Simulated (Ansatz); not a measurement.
# Cost against accuracy: basis.ecutwfc for BaPbO₃ (R-3c, 10 atoms in the cell)

Cell: a = 6.0877 Å, b = 6.0877 Å, c = 6.0877 Å, α = 60.11°, β = 60.11°, γ = 60.11°.

Method of the run: revPBE, default PAW files made with PBE (plane waves; Ansatz, a first-principles code).

Base settings: basis.ecutwfc = 420 eV; kpoints.mp_grid.grid = 5 5 5; kpoints.mp_grid.shift = 0.5 0.5 0.5; hamiltonian.xc = revpbe; hamiltonian.pseudopotentials = {kind: paw} (the program's default PAW files); scf.occupations.method = methfessel_paxton; scf.occupations.width = 0.1 eV.

Misses are taken against the tightest run, 840 eV, which need not be fully converged itself. The energy is the free energy per atom.

The count of work is k-points × plane waves × bands × iterations; it is no time, and leaves out set-up, grids and terms that scale otherwise. 

Ansatz's pressure holds its estimate of the finite-basis (Pulay) stress, which hides part of the cutoff error; the uncorrected pressure shows it.

The starting cell was generated: these elements placed on a structure prototype, without a prior relaxation; it need not be a known phase or ordering of this composition. In the base run, with a pressure of about 5 GPa the cell is away from its equilibrium volume at this level. Ansatz's pressure includes its estimate of the finite-basis (Pulay) stress. A gap is left out here, as mesh or smearing make it unsure.

The runs (basis.ecutwfc): 170 eV | 210 eV | 250 eV | 295 eV | 335 eV | 380 eV | 420 eV | 485 eV | 545 eV | 630 eV | 735 eV | 840 eV.

Q: Which is the coarsest setting among those run that, with all tighter ones, holds the energy within 5 meV/atom of the reference, and what does it save?

A: 420 eV, off by 4.0 meV/atom; it needs 0.41 of the reference's count of work.

Q: Which is the coarsest setting among those run that, with all tighter ones, holds the energy within 0.5 meV/atom of the reference, and what does it save?

A: 630 eV, off by 0.28 meV/atom; its saving against the reference is no more than about a factor of 2 in the count of work.

Q: What does the step from 250 eV to 545 eV buy?

A: It takes the miss in the energy from 1200 to 0.81 meV/atom, for 2.7 times the count of work.

```csv
basis.ecutwfc,energy less reference (meV/atom),pressure less reference (GPa),largest difference in the force on any atom (eV/Å),uncorrected pressure less reference (GPa),count of work / reference
170 eV,11075.27,30.42,0.494,-325.36,0.14
210 eV,3573.23,-0.58,0.123,-139.42,0.14
250 eV,1204.36,-2.56,0.002,-57.88,0.19
295 eV,320.04,0.13,0.004,-19.35,0.24
335 eV,87.75,0.03,0.002,-6.59,0.30
380 eV,18.01,-0.05,0.000,-1.72,0.36
420 eV,3.98,0.00,0.000,-0.40,0.41
485 eV,1.05,0.01,0.000,0.00,0.44
545 eV,0.81,0.01,0.000,-0.01,0.53
630 eV,0.28,0.00,0.000,0.00,0.66
735 eV,0.15,0.00,0.000,0.01,0.83
840 eV,0.00,0.00,0.000,0.00,1.0
```

Keys are those of Ansatz 0.2.
